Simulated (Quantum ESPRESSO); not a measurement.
Quantum ESPRESSO is run on CsPbCl3 (Pm-3m, 5 atoms in the cell), and the run fails. The aim is a self-consistent single point with DFT, PBE, plane waves, GBRV 1.5 ultrasoft (PBE) pseudopotentials.

Input as run:

```fortran
&CONTROL
  calculation = 'scf'
  prefix = 'run'
  outdir = './tmp'
  pseudo_dir = './'
  tprnfor = .true.
  tstress = .true.
/
&SYSTEM
  ibrav = 0
  celldm(1) = 10.6238626384
  nat = 5
  ntyp = 3
  ecutwfc = 40
  ecutrho = 200
  occupations = 'fixed'
  nbnd = 26
/
&ELECTRONS
  conv_thr = 1.0d-10
  electron_maxstep = 3
  mixing_beta = 0.7
/
ATOMIC_SPECIES
Cs   132.9055  cs_pbe_v1.uspp.F.UPF
Pb   207.2000  pb_pbe_v1.uspp.F.UPF
Cl    35.4500  cl_pbe_v1.4.uspp.F.UPF
CELL_PARAMETERS {alat}
   1.0000000000     0.0000000000     0.0000000000
   0.0000000000     1.0000000000     0.0000000000
   0.0000000000     0.0000000000     1.0000000000
ATOMIC_POSITIONS {alat}
Cs    0.0000000000    0.0000000000    0.0000000000
Pb    0.5000000000    0.5000000000    0.5000000000
Cl    0.0000000000    0.5000000000    0.5000000000
Cl    0.5000000000    0.0000000000    0.5000000000
Cl    0.5000000000    0.5000000000    0.0000000000
K_POINTS {automatic}
3 3 3  0 0 0
```

Output, abridged:

```
     Self-consistent Calculation

     iteration #  1     ecut=    40.00 Ry     beta= 0.70

     Threshold (ethr) on eigenvalues was too large:
     Diagonalizing with lowered threshold

     negative rho (up, down):  6.169E-02 0.000E+00

     total energy              =    -327.58894772 Ry
     estimated scf accuracy    <       0.19494171 Ry

     iteration #  2     ecut=    40.00 Ry     beta= 0.70

     negative rho (up, down):  6.018E-02 0.000E+00

     total energy              =    -327.64753748 Ry
     estimated scf accuracy    <       0.07715017 Ry

     iteration #  3     ecut=    40.00 Ry     beta= 0.70

     negative rho (up, down):  5.938E-02 0.000E+00

     total energy              =    -327.66340038 Ry
     estimated scf accuracy    <       0.00076455 Ry
     End of self-consistent calculation

     convergence NOT achieved after   3 iterations: stopping

   JOB DONE.
```

Find the mistake and give the fix.

The fault is an iteration limit that is too low. The loop is cut before its threshold is met, so whatever is printed at the end is not self-consistent. To fix it, raise the limit, or leave it to the default. The run ended unconverged after 3 iterations.

The sound input it was made from differs as follows (other fixes are possible):
```diff
-  electron_maxstep = 3
```

With that input, the run converged in 9 iterations: free energy E − TS -4458.0905 eV; pressure 1.16 GPa (DFT, PBE, plane waves, GBRV 1.5 ultrasoft (PBE) pseudopotentials).

On the sound input: the starting cell comes from a database of computed structures (which also holds hypothetical and non-ambient phases and stackings), without a prior relaxation at this level. Its lattice was rescaled by a random factor within 2.5 % of one.
